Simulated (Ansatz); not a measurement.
Consider MoSi2 (space group I4/mmm, No. 139; relaxed with 0.1 eV smearing).

```yaml
crystal:
  lattice:
    - [-1.58700, 1.58700, 3.88936]
    - [1.58700, -1.58700, 3.88936]
    - [1.58700, 1.58700, -3.88936]
  atoms:
    - { symbol: Si, position: [0.66479, 0.66479, 0.00000] }
    - { symbol: Si, position: [0.33521, 0.33521, 0.00000] }
    - { symbol: Mo, position: [0.00000, 0.00000, 0.00000] }
```

Cartesian axes are those of the cell as printed.

Method: Ansatz (a quantum-chemistry and plane-wave program), LDA, PAW, cutoff 420 eV, scalar-relativistic without spin-orbit coupling.

For the base:

- Volume per atom: 13.06 Å³

Modification: biaxial strain +1.00 %, plane normal [001], relaxed out of plane (Cartesian); in-plane vectors clamped, the third vector and the atoms free.

### Question
Predict the new volume per atom.

### Answer
The volume per atom increases by 0.215 Å³, from 13.06 Å³ to 13.28 Å³.

Stability against distortions was not tested. The final runs are not spin-polarised.
